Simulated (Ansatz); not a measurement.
Consider a periodic stack without vacuum, beta tin (0 0 1) on rock-salt PbS (0 0 1) (film strained to the substrate, started from cuts of the bulks and a machine-learned relaxation; slabs Pb12S12 and Sn12, which can lie off the formulas): substrate slab Pb12S12, film Sn12, surface cells [[0, -1], [2, 1]] and [[0, 1], [-1, 0]], film strained by +1.2 and +1.2 %, outermost planes PbS/PbS and Sn/Sn as cut, which need not be the usual terminations and can put a slab off its formula. Its start:

```
PbSnS
1.0
    6.00849     0.00000     0.00967
    0.00000     6.00849    -0.00776
   -0.95496     0.96423    28.45417
Pb S Sn
12 12 12
Direct
  0.03245   0.96534   0.14433
  0.52915   0.47172   0.14825
  0.53632   0.00072   0.04265
  0.99921   0.47635   0.03890
  0.05985   0.94092   0.35676
  0.55813   0.44092   0.35786
  0.54621   0.95578   0.25194
  0.04449   0.45441   0.25265
  0.11145   0.91223   0.56713
  0.56970   0.41833   0.56614
  0.57648   0.92504   0.46370
  0.07348   0.42772   0.46428
  0.52778   0.97496   0.14193
  0.02690   0.47357   0.13937
  0.99034   0.99932   0.04082
  0.49754   0.51083   0.02868
  0.55704   0.94038   0.35475
  0.05827   0.44101   0.35413
  0.04293   0.95680   0.24954
  0.54305   0.45728   0.24643
  0.56442   0.89009   0.56483
  0.11387   0.40893   0.56473
  0.06947   0.92435   0.46269
  0.57697   0.42055   0.46040
  0.83446   0.17925   0.68023
  0.33787   0.17099   0.69580
  0.32757   0.67024   0.70381
  0.82806   0.68019   0.67859
  0.83913   0.16253   0.79182
  0.34558   0.15942   0.81440
  0.34057   0.65817   0.81903
  0.84265   0.66348   0.78983
  0.83465   0.14998   0.90935
  0.33332   0.12558   0.92346
  0.38112   0.62293   0.94241
  0.86854   0.65072   0.90233
```

The start was prepared with a machine-learned potential, and the result is one local minimum, with the in-plane cell held and forces under 0.04 eV/Å; the film can end far from its bulk form.

These are PBE (plane waves to 420 eV, PAW; Ansatz, a first-principles code) values and carry that method's errors. Scalar-relativistic, without spin–orbit coupling; the runs are not spin-polarised. Its k-point mesh 5×5×1, Fermi–Dirac width 0.05 eV.

Task: Predict the relaxed interface.

Result: 
- interface area: 36.1 Å²
- period: 28.27 Å
- heights between the nearest atoms of the two slabs at the two interfaces: 2.65 and 2.66 Å
- Pb–Sn contacts across the interfaces within 1.22 times the sum of covalent radii: 2, mean 3.37 Å
- S–Sn contacts across the interfaces within 1.22 times the sum of covalent radii: 2, mean 2.71 Å
